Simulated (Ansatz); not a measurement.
Where the default PAW files enter, the runs use the earlier of Ansatz's two default sets.

## Evanescent states of PbSe (Fm-3m, rock salt, 2 atoms a cell, 28.8 Å³ an atom) along the normal of (001)

Computed with r2SCAN (plane waves, PAW; Ansatz, an electronic-structure program).

No gap correction and no spin-orbit coupling; mid-gap is the computed energy nearest the middle.

Energies count from the valence-band top; κ is the least over a 8×8 mesh across the current.

```csv
E (eV),κ (1/Å),where
0.03,0.028,off Γ
0.07,0.046,off Γ
0.12,0.056,off Γ
0.17,___,off Γ
0.23,___,off Γ
0.28,___,off Γ
0.33,___,off Γ
0.38,___,off Γ
0.42,___,off Γ
0.47,0.059,off Γ
0.53,0.049,off Γ
0.57,0.031,off Γ
```

Task: Some entries are withheld; supply them.

Result: 
- 0.17, κ (1/Å): 0.063
- 0.23, κ (1/Å): 0.067
- 0.28, κ (1/Å): 0.069
- 0.33, κ (1/Å): 0.070
- 0.38, κ (1/Å): 0.068
- 0.42, κ (1/Å): 0.065
